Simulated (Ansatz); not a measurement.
MoS2 (within 0.1 Å of P6₃/mmc, No. 194, 12 atoms in the cell; start mp-1027525), treated with r²SCAN+rVV10 in Ansatz (plane waves, PAW).

Numerical settings: plane-wave cutoff 560 eV, 12×12×1 k mesh (along the axes of the cell as run), Fermi–Dirac smearing 0.01 eV, no spin polarisation, scalar-relativistic PAW data made under PBE.

Cell (relaxed at this level):

Space group P6₃/mmc (No. 194); a = b = 3.173 Å, c = 12.434 Å, α = β = 90.00°, γ = 120.00°

| atom | site | symmetry | x | y | z |
|---|---|---|---|---|---|
| Mo | 2c | -6m2 | 0.3333 | 0.6667 | 0.2500 |
| S | 4f | 3m. | 0.6667 | 0.3333 | 0.1249 |
(The calculation used a cell of 12 atoms; values per cell refer to that cell.)

Q: Predict the band gap, smallest direct gap on the k points sampled and direct gap at Γ.

A: 
band gap: 1.01 eV
smallest direct gap on the k points sampled: 1.74 eV
direct gap at Γ: 2.24 eV

Spin–orbit coupling is not included.

The computed numbers hold no vibrational or temperature effects.

The result took around 90 core-seconds (rough).

A start named mp-… is a Materials Project structure, which need not be a measured phase.

Ansatz is a quantum-chemistry and plane-wave program.
